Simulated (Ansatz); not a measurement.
**LiH (model structure, F-43m, No. 216, 2 atoms in the cell)**

These are r²SCAN+rVV10 (plane waves, PAW; Ansatz, a quantum-chemistry and plane-wave program) values and carry that method's errors.

Run with plane-wave cutoff 560 eV, 14×14×14 k mesh, Fermi–Dirac smearing 0.01 eV, scalar-relativistic PAW data made under PBE.

Cell (relaxed at this level):

```cif
data_H4Li4
_chemical_formula_sum 'Li4 H4'
_space_group_name_H-M_alt 'F-43m'
_space_group_IT_number 216
_space_group_name_Hall 'F -4 2 3'
_cell_length_a 4.28237
_cell_length_b 4.28237
_cell_length_c 4.28237
_cell_angle_alpha 90.000
_cell_angle_beta 90.000
_cell_angle_gamma 90.000
loop_
_atom_site_label
_atom_site_type_symbol
_atom_site_symmetry_multiplicity
_atom_site_Wyckoff_symbol
_atom_site_fract_x
_atom_site_fract_y
_atom_site_fract_z
_atom_site_occupancy
Li1 Li 4 a 0.00000 0.00000 0.00000 1
H1 H 4 d 0.75000 0.75000 0.75000 1
```
(The calculation used a cell of 2 atoms; values per cell refer to that cell.)

```yaml
band_gap: 4.68 eV (indirect)
smallest_direct_gap_on_the_k_points_sampled: 5.77 eV
direct gap at Γ: 17.91 eV
```

Note: the relaxation could raise the start's symmetry but not lower it, so the cell can be a saddle point.

Static lattice: no zero-point or thermal effects.

A model structure was made by putting elements into a prototype or built by hand; it is no filed structure, need not be a known phase, and can be a saddle point held by its symmetry.
